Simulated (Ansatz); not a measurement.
Si vacancy + N vacancy in beta Si3N4

Computed with PBE, PAW (plane waves to 420 eV; Ansatz, an electronic-structure program). The supercell holds 84 host sites (1×1×3 repeats of the unit cell), with a 2×2×2 shifted k-point sampling for the final energies. Sites at the start: the Si(1,4-fold) site; N(3,3-fold) 1.75 Å away. Finite-size correction: monopole term and site-potential alignment. Dielectric constants: PBE linear response of the host. Host gap at this level: 4.25 eV. Finite-size and sampling errors can reach tenths of an eV here. The semilocal functional narrows the gap, so deep levels can fall outside it. Spin–orbit coupling is left out. Each state is the lowest found from its start.

Formation energies E_f are given with the Fermi level at the valence-band maximum. Chemical conditions: N-rich (Δμ(N) = 0.00 eV, Δμ(Si) = -2.47 eV; only phases computed here count, gases as isolated molecules at 0 K); Si-rich (Δμ(N) = -1.86 eV, Δμ(Si) = 0.00 eV; only phases computed here count, gases as isolated molecules at 0 K). Reference phases: N: N2 molecule in a box, Si: silicon.

| charge | moment (μB) | largest move off a lattice site (Å) | image correction with alignment (eV) | E_f, N-rich (eV) | E_f, Si-rich (eV) | above the lowest spin state (eV) |
|---|---|---|---|---|---|---|
| +1† | 4.0 | 0.18 | -0.23 | – | – | 0.00 |
| +1† | not spin-polarised | 0.35 | 0.10 | – | – | 0.45 |
| 0 | 3.0 | 0.16 | 0.00 | 9.48 | 10.09 | 0.00 |
| 0 | 3.0 | 0.16 | 0.00 | 9.48 | 10.09 | 0.00 |
| −1 | 2.0 | 0.14 | 0.60 | 9.82 | 10.44 | 0.00 |
| −1 | not spin-polarised | 0.14 | 0.61 | 10.04 | 10.66 | 0.22 |

† Not settled in this cell, so no level is given: charge +1: level within 0.1 eV of a band edge or past it.

Starting moments that weren't kept: charge +1 began with 2 μB and ended with 4.0; charge 0 began with 1 μB and ended with 3.0.

Transition levels above the valence-band maximum: ε(0/−1) = 0.35 eV. On the lower envelope of the bound states, inside the gap: (0/−1) at 0.35 eV.

Flagged in the runs: a host whose relaxation on this sampling wasn't shown to rest, a strain field that reaches the edge of the cell.

All states together cost very roughly 3 core-hours.
